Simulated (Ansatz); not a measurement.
Al, response to strain

The parent structure is Al in the fcc (Cu type) structure (space group Fm-3m, No. 225; a = 3.992 Å; relaxed with 0.1 eV smearing). Axes: x, y, z lie along the cube axes.

Strains are applied to the cell and any free atomic positions relax; under biaxial strain the out-of-plane vector relaxes too; under stress the whole cell relaxes.

Computed with Kohn–Sham DFT with the r2SCAN functional, run in Ansatz (an electronic-structure program) with PAW and 500 eV plane waves, without spin-orbit coupling, earlier PAW set.

Notes on the quantities. pressure: mean of the normal stresses, compression positive.

| variant | volume per atom | pressure |
|---|---|---|
| base | 15.91 Å³ | 0.0 GPa |
| biaxial strain +0.32 %, plane normal [001], relaxed out of plane | 15.95 Å³ | -0.3 GPa |
| biaxial strain +2.92 %, plane normal [001], relaxed out of plane | 16.40 Å³ | -2.4 GPa |
| biaxial strain −2.15 %, plane normal [110], relaxed out of plane | [?] | [?] |
| isotropic strain −3.26 % | 14.40 Å³ | 11.5 GPa |
| uniaxial strain ε_yy = −2.72 % | 15.48 Å³ | 2.8 GPa |
| uniaxial strain ε_yy = +0.31 % | 15.96 Å³ | -0.3 GPa |
| tensor shear ε_xy = +3.76 % | 15.89 Å³ | 0.7 GPa |
| uniaxial stress, 2 GPa compression along x | 15.81 Å³ | – |
| uniaxial stress, 2 GPa tension along x | 16.04 Å³ | – |

Complete the table.


- biaxial strain −2.15 %, plane normal [110], relaxed out of plane, volume per atom: 15.53 Å³
- biaxial strain −2.15 %, plane normal [110], relaxed out of plane, pressure: 2.6 GPa

Stability under load was not tested beyond the relaxation.
